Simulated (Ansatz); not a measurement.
## W: pressure 0.9 GPa

The reference is W in the bcc (W type) structure (space group Im-3m, No. 229; a = 3.184 Å).

One thing is altered: cell and atoms relaxed at a pressure of 0.9 GPa.

The values are results of PBE (Ansatz, a first-principles code), without spin-orbit coupling, earlier PAW set, not measurements. Settings: 20×20×20 k-points, 0.05 eV Fermi–Dirac smearing.

The density goes up by 0.055 g/cm³ (18.92 g/cm³ → 18.98 g/cm³) and the lattice parameter a falls by 0.003 Å, from 3.184 Å to 3.181 Å. The shortest interatomic distance drops by 0.003 Å, from 2.757 Å to 2.754 Å and the band gap stays zero.

Final structure:

```
W
1.0
   -1.59029     1.59029     1.59029
    1.59029    -1.59029     1.59029
    1.59029     1.59029    -1.59029
W
1
Direct
  0.00000   0.00000   0.00000
```

Cost of the whole job for the changed cell (relaxation, final SCF and bands): roughly 10 core-seconds.

Load acts through the strain it causes; cell and atoms are relaxed under it. No phonon test of stability was made. All final runs are without spin polarisation.
